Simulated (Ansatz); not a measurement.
A self-consistent single point of the (100) slab of SnO2 (cut from a parent of space group no. 58; 12 atoms in the cell) with Ansatz (a program for electronic structure)

Method: LDA (PW92), default PAW files made with PBE (plane waves; Ansatz).

The input file:

Ansatz 0.2 input:
```yaml
# SnO2
crystal:
  lattice:
    - [4.881180, 0.000000, 0.000000]
    - [0.000000, 3.250623, 0.000000]
    - [0.000000, 0.000000, 23.202802]
  atoms:
    - { symbol: Sn, position: [0.500000, 0.500000, 0.344768] }
    - { symbol: Sn, position: [0.000000, 0.000000, 0.448256] }
    - { symbol: O, position: [0.321040, 0.000000, 0.301688] }
    - { symbol: O, position: [0.678960, 0.000000, 0.387850] }
    - { symbol: O, position: [0.178960, 0.500000, 0.405175] }
    - { symbol: O, position: [0.821040, 0.500000, 0.491338] }
    - { symbol: Sn, position: [0.500000, 0.500000, 0.551744] }
    - { symbol: Sn, position: [0.000000, 0.000000, 0.655232] }
    - { symbol: O, position: [0.321040, 0.000000, 0.508662] }
    - { symbol: O, position: [0.678960, 0.000000, 0.594825] }
    - { symbol: O, position: [0.178960, 0.500000, 0.612150] }
    - { symbol: O, position: [0.821040, 0.500000, 0.698312] }
basis:
  ecutwfc: 420.0
kpoints:
  mp_grid: { grid: [3, 5, 1] }
hamiltonian:
  xc: lda
  pseudopotentials: { kind: paw }
scf:
  occupations: { method: fermi_dirac, width: 0.05 }
output:
  forces: true
  eigenvalues: true
  stress: true
```

Output, abridged:

```
WARN ansatz: RAYON_NUM_THREADS=1 ignored (pool sized by the plan → 1); use --threads N
Pseudopotentials: kind: paw
Pseudopotential: Sn, paw, valence charge 14
Pseudopotential: O, paw, valence charge 6
Crystal: 12 atoms, lattice volume = 368.156 Å³
Basis set: ecut = 420 eV, 7239 PW (Γ)
Bands: 64, of which v1, the nominal top of the filled ones, is band 52 counted from 1 (51 counted from 0)
Symmetry: 4 space group operations
Space group: Pmn21 (ITA 31), of the structure as read, at distance tolerance 7.2e-5 Å
k-points: 6 of 15 (time reversal used)
PAW frozen core: Sn, regenerated for the run's functional, and the local potential with it
PAW frozen core: O, regenerated for the run's functional, and the local potential with it
Initial density: superposition of atomic densities (neutral atoms: chi_scale 0, normalization atom), corrected by the library's trained network
Initial wavefunctions: pseudopotential atomic-orbital guess
Eigensolver: davidson
Functional: x = slater, c = lda
SCF iter   1: F=—  HF=-27956.876590 eV  |F-HF|=—  |Δ(HF+E_count)|=         —  Δρ=1.19e-2  dr2=4.72e-1  ethr=1.77e-3  ⟨swp⟩=8.0  Hψ=1742  notcnv=0  defer=3
all-band conjugate gradients solve this SCF's bands
preconditioner: auto → Resta (q_TF=auto, 2.210 Å⁻¹)
SCF iter   2: F=—  HF=-27956.767559 eV  |F-HF|=—  |Δ(HF+E_count)|=   1.09e-1  Δρ=5.13e-3  dr2=6.17e-2  ethr=4.54e-4  ⟨swp⟩=2.5  Hψ=631  notcnv=0  defer=38
SCF iter   3: F=—  HF=-27956.753026 eV  |F-HF|=—  |Δ(HF+E_count)|=   1.45e-2  Δρ=2.03e-3  dr2=1.44e-2  ethr=5.93e-5  ⟨swp⟩=2.0  Hψ=533  notcnv=0  defer=38
SCF iter   4: F=—  HF=-27956.751268 eV  |F-HF|=—  |Δ(HF+E_count)|=   1.76e-3  Δρ=1.19e-3  dr2=5.91e-3  ethr=1.38e-5  ⟨swp⟩=2.3  Hψ=582  notcnv=0  defer=38
SCF iter   5: F=—  HF=-27956.750347 eV  |F-HF|=—  |Δ(HF+E_count)|=   9.21e-4  Δρ=3.75e-4  dr2=4.97e-4  ethr=5.68e-6  ⟨swp⟩=1.3  Hψ=447  notcnv=0  defer=38
SCF iter   6: F=—  HF=-27956.750305 eV  |F-HF|=—  |Δ(HF+E_count)|=   4.26e-5  Δρ=1.87e-4  dr2=1.07e-4  ethr=4.78e-7  ⟨swp⟩=2.2  Hψ=493  notcnv=0  defer=38
SCF iter   7: F=—  HF=-27956.750286 eV  |F-HF|=—  |Δ(HF+E_count)|=   1.90e-5  Δρ=2.89e-5  dr2=2.57e-6  ethr=1.03e-7  ⟨swp⟩=2.0  Hψ=488  notcnv=0  defer=38
SCF iter   8: F=—  HF=-27956.750328 eV  |F-HF|=—  |Δ(HF+E_count)|=   4.23e-5  Δρ=1.30e-5  dr2=4.43e-7  ethr=2.47e-9  ⟨swp⟩=3.2  Hψ=797  notcnv=0  defer=38
SCF iter   9: F=—  HF=-27956.750328 eV  |F-HF|=—  |Δ(HF+E_count)|=   8.74e-8  Δρ=7.36e-6  dr2=1.79e-7  ethr=9.62e-11  ⟨swp⟩=17.2  Hψ=2209  notcnv=0
SCF iter  10: F=-27956.750328 eV  HF=-27956.750328 eV  |F-HF|=4.09e-9  |Δ(HF+E_count)|=   3.74e-8  Δρ=1.58e-6  dr2=7.30e-9  ethr=9.62e-11  ⟨swp⟩=5.0  Hψ=1340  notcnv=0
SCF 1 converged in 10 iterations: F = -27956.750328 eV  dr2 = 7.30e-9
SCF converged after 10 iterations
Free energy (F): -27956.750328 eV
Harris-Foulkes:  -27956.750328 eV  (|F-HF|=4.09e-9)
Internal energy: -27956.750315 eV  (E = F + TS)
E sigma→0 (E₀):  -27956.750321 eV
Entropy (-TS):   -0.000013 eV (-0.001 meV/atom)
Fermi energy:    -0.641763 eV
--- Per-component energies (eV) ---
  E_band       = -1319.402812
  E_kinetic    = 2135.184360
  E_local      = -87661.671800  (includes V_loc(G=0)·N_el)
  E_nonlocal   = 297.652532
  E_hartree    = 43400.399789
  E_xc         = -2077.391076
  E_vxc        = -1119.684050  (∫ρ·V_xc dr)
  E_paw        = -17192.569307  (= ΣΔE_a)
  E_vpaw       = -1771.709389  (= ΣTr[D̂ρ^β])
  E_aug_tail   = 0.019766  (compensation charges beyond the density's cutoff)
  E_ewald      = 33139.150457
  E_core_change = 2.474965  (= ΣΔE_core)
  E_smearing   = -0.000013  (= −TS)
  E_closure    = -0.000000  (closes the sum)
  Σ components = -27956.750328   (vs F -27956.750328, Δ=0.00e0)
--- Forces (eV/Å), atoms counted from 1 ---
  atom   1  Sn    -2.55329937     0.00000000    -0.11032814
  atom   2  Sn     0.27561365    -0.00000000     0.05575801
  atom   3  O      1.71986773    -0.00000000     0.99001956
  atom   4  O      0.69524360    -0.00000000    -0.09504703
  atom   5  O     -0.10466210     0.00000000     0.29718498
  atom   6  O     -0.03276729     0.00000000    -0.19469738
  atom   7  Sn     0.27561365    -0.00000000    -0.05575801
  atom   8  Sn    -2.55329937     0.00000000     0.11032814
  atom   9  O     -0.03276729     0.00000000     0.19469738
  atom  10  O     -0.10466210     0.00000000    -0.29718498
  atom  11  O      0.69524360    -0.00000000     0.09504703
  atom  12  O      1.71986773    -0.00000000    -0.99001956
  max |Σ_I F_I| component: 7.56e-6 eV/Å
--- Stress (GPa, compression-positive) ---
       -4.318631       0.000000       0.000000
        0.000000      -9.012894       0.000000
        0.000000       0.000000      -3.997227
  P = ⅓ Tr σ = -5.7763 GPa (-57.763 kbar)
  The stress holds the Pulay correction. Without it, at fixed plane waves, as pw.x and ABINIT print it: P = -6.2111 GPa
--- Band table (eV; the first three rows and the last of 6) ---
  k-point 0: bands = ["-22.0436", "-21.8950", "-21.6736", "-21.5129", "-21.2660", "-21.2480", "-21.2473", "-21.2465", "-21.2356", "-21.2273", "-21.2172", "-21.2170", "-21.2121", "-21.1927", "-21.1430", "-21.1430", "-21.1302", "-21.0963", "-21.0631", [...]
  k-point 1: bands = ["-21.9152", "-21.8145", "-21.6495", "-21.4875", "-21.4556", "-21.4367", "-21.3891", "-21.3388", "-21.2292", "-21.2287", "-21.2042", "-21.1906", "-21.1735", "-21.1694", "-21.1655", "-21.1647", "-21.1227", "-21.0986", "-21.0905", [...]
  k-point 2: bands = ["-21.9364", "-21.9293", "-21.8232", "-21.7998", "-21.5183", "-21.4167", "-21.3155", "-21.3113", "-21.2216", "-21.2200", "-21.2189", "-21.2187", "-21.1456", "-21.1443", "-21.1047", "-21.0950", "-21.0836", "-21.0717", "-21.0432", [...]
  k-point 5: bands = ["-21.9400", "-21.9233", "-21.8192", "-21.8093", "-21.4669", "-21.4649", "-21.3578", "-21.3028", "-21.2215", "-21.2203", "-21.2164", "-21.2162", "-21.1480", "-21.1467", "-21.1025", "-21.0973", "-21.0778", "-21.0734", "-21.0431", [...]
```

The run converged in 10 iterations.

The starting cell comes from a database of computed structures (which also holds hypothetical and non-ambient phases and stackings), without a prior relaxation at this level. The slab is cut from that crystal, and its faces are unrelaxed. Its lattice was rescaled by up to half a per cent. Spin polarisation is off, though cut faces can carry moments; a gap of a slab can lie between surface states. Forces in this geometry exceed 1 eV/Å.
